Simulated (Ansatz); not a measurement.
Start from HfB$_{2}$ (space group P6/mmm, No. 191; relaxed with 0.1 eV smearing).

```xyz
3
Lattice="3.1278 0.0000 0.0000 -1.5639 2.7088 0.0000 0.0000 0.0000 3.4461" Properties=species:S:1:pos:R:3 pbc="T T T"
Hf     0.0000     0.0000     0.0000
B      1.5639     0.9029     1.7230
B      0.0000     1.8058     1.7230
```

Cartesian axes are those of the cell as printed.

Level of theory: Kohn–Sham DFT with the PBEsol functional, run in Ansatz (a quantum-chemistry and plane-wave program) with PAW and 420 eV plane waves, without spin-orbit coupling.

Now apply this change: an isotropic linear strain of +2.00 %; the atoms relax in the strained cell.

Q: Predict the stress tensor and what it implies for the stiffness.

A: Stress of the strained cell less that of the base (GPa, compression positive):
```
  -14.5     0.0     0.0
    0.0   -14.5     0.0
    0.0     0.0   -12.7
```

Then B = −ΔP/(ΔV/V₀) with ΔV/V₀ = 0.0612 gives secant stiffness values (nonlinear terms included at this strain): B (at held cell shape, above the free-shape value) ≈ 227 GPa.

As a check, the harmonic strain energy −½ V₀ Δσ:ε is 25 meV/atom; the computed energy rise is 27 meV/atom.

Whether these cells are dynamically stable was not tested. All final runs are without spin polarisation.
